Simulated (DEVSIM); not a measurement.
System: TaN/SiO2/p-Ge capacitor, at 300 K.

```
layer (left to right)  material  thickness (nm)  Na (cm⁻³)
---------------------  --------  --------------  ---------
1                          SiO2            1.30          -
2                            Ge           16000     1.4e15
```

Metal gate on the left, work function 4.4 eV. Fixed charge at the semiconductor interface -2.9e10 cm⁻² (in units of +e); no interface traps.

This is a model device: material constants are rounded textbook-type values typed into the input, and sizes, dopings and lifetimes were drawn at random. Values at 300 K.

```tsv
parameter	SiO2	Ge
gap (eV)	9	0.664
affinity (eV)	0.9	4
permittivity	3.9	16
Nc (cm⁻³)	-	1.04e19
Nv (cm⁻³)	-	6e18
```

DEVSIM, 1D Poisson equation in equilibrium, Boltzmann statistics, complete ionisation; no quantum confinement or tunnelling. Metal contacts follow the ideal Schottky-Mott rule: no Fermi-level pinning, no interface dipoles.

The SiO2 thickness was swept, all else fixed.

```tsv
SiO2 thickness (μm)	capacitance of the dielectric stack (μF/cm²)
0.00052	6.64
0.00072	4.80
0.00091	3.79
0.0011	3.14
0.0013	2.66
0.0016	2.16
```

From the first row to the last the capacitance of the dielectric stack goes from 6.64 to 2.16.
